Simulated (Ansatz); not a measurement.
Results of r²SCAN+rVV10 (Ansatz, an electronic-structure program, PAW) for BP (model structure, started from the BeO type, P4₂/mnm, No. 136, 8 atoms in the cell).

Input:

Ansatz 0.2 input:
```yaml
crystal:
  lattice:
    - [5.5432324878, 0.0, 0.0]
    - [0.0, 5.5432324878, 0.0]
    - [0.0, 0.0, 3.193422723]
  atoms:
    - { symbol: B, position: [0.3216040138, 0.6783959862, 0.0] }
    - { symbol: B, position: [0.6783959862, 0.3216040138, 0.0] }
    - { symbol: B, position: [0.8216040138, 0.8216040138, 0.5] }
    - { symbol: B, position: [0.1783959862, 0.1783959862, 0.5] }
    - { symbol: P, position: [0.319169847, 0.319169847, 0.0] }
    - { symbol: P, position: [0.680830153, 0.680830153, 0.0] }
    - { symbol: P, position: [0.180830153, 0.819169847, 0.5] }
    - { symbol: P, position: [0.819169847, 0.180830153, 0.5] }
basis:
  ecutwfc: 560
  ecutrho_ratio: 4
  xc_grid: 3
kpoints:
  mp_grid: { grid: [6, 6, 10] }
  band_path:
    path:
      - [0.0, 0.0, 0.0]
      - [0.0, 0.1, 0.0]
      - [0.0, 0.2, 0.0]
      - [0.0, 0.3, 0.0]
      - [0.0, 0.4, 0.0]
      - [0.0, 0.5, 0.0]
      - [0.1, 0.5, 0.0]
      - [0.2, 0.5, 0.0]
      - [0.3, 0.5, 0.0]
      - [0.4, 0.5, 0.0]
      - [0.5, 0.5, 0.0]
      - [0.428571, 0.428571, 0.0]
      - [0.357143, 0.357143, 0.0]
      - [0.285714, 0.285714, 0.0]
      - [0.214286, 0.214286, 0.0]
      - [0.142857, 0.142857, 0.0]
      - [0.071429, 0.071429, 0.0]
      - [0.0, 0.0, 0.055556]
      - [0.0, 0.0, 0.111111]
      - [0.0, 0.0, 0.166667]
      - [0.0, 0.0, 0.222222]
      - [0.0, 0.0, 0.277778]
      - [0.0, 0.0, 0.333333]
      - [0.0, 0.0, 0.388889]
      - [0.0, 0.0, 0.444444]
      - [0.0, 0.0, 0.5]
      - [0.0, 0.1, 0.5]
      - [0.0, 0.2, 0.5]
      - [0.0, 0.3, 0.5]
      - [0.0, 0.4, 0.5]
      - [0.0, 0.5, 0.5]
      - [0.1, 0.5, 0.5]
      - [0.2, 0.5, 0.5]
      - [0.3, 0.5, 0.5]
      - [0.4, 0.5, 0.5]
      - [0.5, 0.5, 0.5]
      - [0.428571, 0.428571, 0.5]
      - [0.357143, 0.357143, 0.5]
      - [0.285714, 0.285714, 0.5]
      - [0.214286, 0.214286, 0.5]
      - [0.142857, 0.142857, 0.5]
      - [0.071429, 0.071429, 0.5]
      - [0.0, 0.5, 0.055556]
      - [0.0, 0.5, 0.111111]
      - [0.0, 0.5, 0.166667]
      - [0.0, 0.5, 0.222222]
      - [0.0, 0.5, 0.277778]
      - [0.0, 0.5, 0.333333]
      - [0.0, 0.5, 0.388889]
      - [0.0, 0.5, 0.444444]
      - [0.5, 0.5, 0.055556]
      - [0.5, 0.5, 0.111111]
      - [0.5, 0.5, 0.166667]
      - [0.5, 0.5, 0.222222]
      - [0.5, 0.5, 0.277778]
      - [0.5, 0.5, 0.333333]
      - [0.5, 0.5, 0.388889]
      - [0.5, 0.5, 0.444444]
    npoints: 1
hamiltonian:
  xc: r2scan
  dispersion: rvv10
  pseudopotentials: { kind: paw }
scf:
  occupations: { method: fermi_dirac, width: 0.01 }
  convergence: { dr2_threshold: 0.0000000008 }
output:
  forces: true
  stress: true
  eigenvalues: true
  write_bands: true
```

Output (set-up and result lines):

```
Crystal: 8 atoms, lattice volume = 98.126 Å³
Basis set: ecut = 560 eV, 2969 PW (Γ), exchange–correlation on 135×135×75 points (27 copies of the dense FFT grid, shifted against one another)
Bands: 24, of which v1, the nominal top of the filled ones, is band 16 counted from 1 (15 counted from 0)
Symmetry: 16 space group operations
Space group: P42/mnm (ITA 136), of the structure as read, at distance tolerance 4.6e-5 Å
k-points: 60 of 360
Functional: x = r2scan, c = r2scan + rvv10(b = 11.95, C = 0.0093); τ floored in thin density (d = 2e-4 eV/Å³)
SCF iter   1: F=—  HF=-3663.015022 eV  |F-HF|=—  |Δ(HF+E_count)|=         —  Δρ=5.13e-3  dr2=2.21e-2  dr2_τ=5.18e-1
SCF iter   2: F=—  HF=-3663.148725 eV  |F-HF|=—  |Δ(HF+E_count)|=   1.34e-1  Δρ=3.10e-3  dr2=4.55e-3  dr2_τ=1.72e-4
  ...
SCF iter   6: F=—  HF=-3663.149562 eV  |F-HF|=—  |Δ(HF+E_count)|=   2.43e-7  Δρ=2.65e-6  dr2=3.96e-9  dr2_τ=2.23e-10
SCF iter   7: F=-3663.149562 eV  HF=-3663.149562 eV  |F-HF|=2.67e-10  |Δ(HF+E_count)|=   2.06e-9  Δρ=8.98e-7  dr2=7.02e-10  dr2_τ=4.36e-11
SCF 1 converged in 7 iterations: F = -3663.149562 eV  dr2 = 7.02e-10
SCF converged after 7 iterations
Free energy (F): -3663.149562 eV
Internal energy: -3663.149562 eV  (E = F + TS)
E sigma→0 (E₀):  -3663.149562 eV
Fermi energy:    9.125301 eV
--- Stress (GPa, compression-positive) ---
       -0.016673       0.000000       0.000000
        0.000000      -0.016673       0.000000
        0.000000       0.000000      -0.000043
  P = ⅓ Tr σ = -0.0111 GPa (-0.111 kbar)
```

The PAW data were made under PBE.

Note: the relaxation could raise the start's symmetry but not lower it, so the cell can be a saddle point.

A model structure was made by putting elements into a prototype or built by hand; it is no filed structure, need not be a known phase, and can be a saddle point held by its symmetry.
